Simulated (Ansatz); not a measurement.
The reference is Cu in the fcc (Cu type) structure (space group Fm-3m, No. 225; a = 3.5790 Å; relaxed with 0.1 eV smearing). Axes: x, y, z lie along the cube axes.

Calculations: plane-wave PAW DFT at the r2SCAN level (Ansatz, a program for electronic structure, 500 eV), no spin-orbit coupling, earlier PAW set.

It is then changed as follows: tensor shear ε_xy = −2.05 % (engineering shear γ = -0.0410); the atoms relax in the strained cell.

### Question
Predict the stress tensor and what it implies for the stiffness.

### Answer
Stress of the strained cell less that of the base (GPa, compression positive):
```
    0.5     3.8     0.0
    3.8     0.5     0.0
    0.0     0.0    -0.1
```

Then −Δσ/γ with γ = 2ε = -0.0410 gives secant stiffness values (nonlinear terms included at this strain): C66 ≈ 92 GPa.

As a check, the harmonic strain energy −½ V₀ Δσ:ε is 5.5 meV/atom; the computed energy rise is 5.5 meV/atom.

No phonon test of stability was made. All final runs are without spin polarisation.
